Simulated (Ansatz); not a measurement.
The parent structure is Al2O3 in the corundum structure (space group R-3c, No. 167; a = 4.809 Å, c = 13.124 Å (hexagonal axes)). Axes: x lies along a and z along c of the hexagonal cell.

Level of theory: PBE (Ansatz, a first-principles code; PAW; 420 eV plane waves; no spin-orbit coupling).

Strains are applied to the cell and any free atomic positions relax; under biaxial strain the out-of-plane vector relaxes too.

One change was made to it. Results:

```json
[
 {"quantity": "volume per atom", "base": "8.76 Å³", "after": "8.36 Å³"},
 {"quantity": "energy relative to the base (free energy F)", "base": "0 meV/atom", "after": "+29 meV/atom"},
 {"quantity": "gap character", "base": "direct at Γ", "after": "direct at Γ"},
 {"quantity": "width of the top valence band", "base": "0.60 eV", "after": "0.68 eV"}
]
```

**Question.** Name the change that was made.
A. biaxial strain −1.50 %, plane normal [001], relaxed out of plane
B. biaxial strain −2.25 %, plane normal [001], relaxed out of plane
C. biaxial strain −3.00 %, plane normal [001], relaxed out of plane

**Answer.** C, biaxial strain −3.00 %, plane normal [001], relaxed out of plane. For comparison, the energy relative to the base in the other runs: biaxial strain −1.50 %, plane normal [001], relaxed out of plane gives +6.9 meV/atom; biaxial strain −2.25 %, plane normal [001], relaxed out of plane gives +16 meV/atom.

Stability against distortions was not tested.
